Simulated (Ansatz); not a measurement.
**Mg2Ge: response to strain**

The parent structure is Mg2Ge in the anti-fluorite structure (space group Fm-3m, No. 225).

```
CELL_PARAMETERS angstrom
      0.00000     3.14325     3.14325
      3.14325     0.00000     3.14325
      3.14325     3.14325     0.00000
ATOMIC_POSITIONS crystal
  Mg 0.25000 0.25000 0.25000
  Mg 0.75000 0.75000 0.75000
  Ge 0.00000 0.00000 0.00000
```

Cartesian axes are those of the cell as printed.

Strains are applied to the cell and any free atomic positions relax.

The values are results of Kohn–Sham DFT with the LDA functional, run in Ansatz (a quantum-chemistry and plane-wave program) with PAW and 420 eV plane waves, scalar-relativistic without spin-orbit coupling, not measurements.

Candidates:
(a) uniaxial strain ε_zz = +3.00 %
(b) uniaxial strain ε_zz = +2.00 %
(c) uniaxial strain ε_zz = +2.50 %

Notes on the quantities. energy relative to the base: free energy F.

Problem. Order them by energy relative to the base, highest first.

Solution. (a) uniaxial strain ε_zz = +3.00 % (+6.6 meV/atom), (c) uniaxial strain ε_zz = +2.50 % (+4.6 meV/atom), (b) uniaxial strain ε_zz = +2.00 % (+3.0 meV/atom)

Stability against distortions was not tested. The final runs are not spin-polarised.
